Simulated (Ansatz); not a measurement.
The cell is built on a prototype and need not be the phase stable at ambient conditions.

By PBEsol, the system below comes out a metal.

The ballistic (Sharvin) conductance counts the channels at the Fermi level: G/A = (e²/h) × channels of both spins per area.

Input:

```
RuB2
1.0
    3.24875     0.00000     0.00000
    0.00000     5.19195     0.00000
    0.00000     2.59598     1.49879
Ru B
1 2
Direct
  0.00000   0.00000   0.00000
  0.50000   0.66667   0.00000
  0.50000   0.33333   0.00000
```

Space group of this cell: P6/mmm. The cell was relaxed by PBE-D3(BJ).

The current flows along the normal of the first two printed cell vectors. No spin-orbit coupling; the value is a mean over 0.1 eV about the Fermi level.

State the ballistic conductance per area according to PBEsol in Ansatz (a program for electronic structure).

1.2 × 10¹⁵ S/m² for both spins.
